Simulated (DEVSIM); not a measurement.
Structure: abrupt Si n-p junction, at 300 K.

Layer 1 from the left is Si, thickness (μm) 1.00, Nd (cm⁻³) 2.7e16, τn (s) 0.00083, τp (s) 0.00083. Layer 2 from the left is Si, thickness (μm) 3.40, Na (cm⁻³) 1.1e17, τn (s) 0.00083, τp (s) 0.00083.

Left contact: ohmic. Right contact: ohmic. Voltage is applied to the left contact. Recombination: SRH at mid-gap, radiative. Mobility is constant in doping.

Constants are typed, rounded textbook-type inputs, not results; the design itself was drawn at random and stands for no fabricated device. Values at 300 K.

Si: gap (eV) 1.124, affinity (eV) 4.05, permittivity 11.7, Nc (cm⁻³) 2.86e19, Nv (cm⁻³) 3.1e19, μn (cm²/Vs) 1417, μp (cm²/Vs) 470, B (cm³/s) 4.7e-15.

Simulated with DEVSIM: 1D drift-diffusion, Boltzmann statistics, complete ionisation; no tunnelling, impact ionisation, image-force lowering or self-heating.

Question: What does the simulation give for the largest field in the device at zero bias, the potential step across the device at zero bias, the dark forward voltage at 1 A/cm², the dark forward voltage at 100 A/cm²?

Answer: largest field in the device at zero bias 71000 V/cm; potential step across the device at zero bias 0.798 V; dark forward voltage at 1 A/cm² 0.593 V; dark forward voltage at 100 A/cm² 0.719 V.
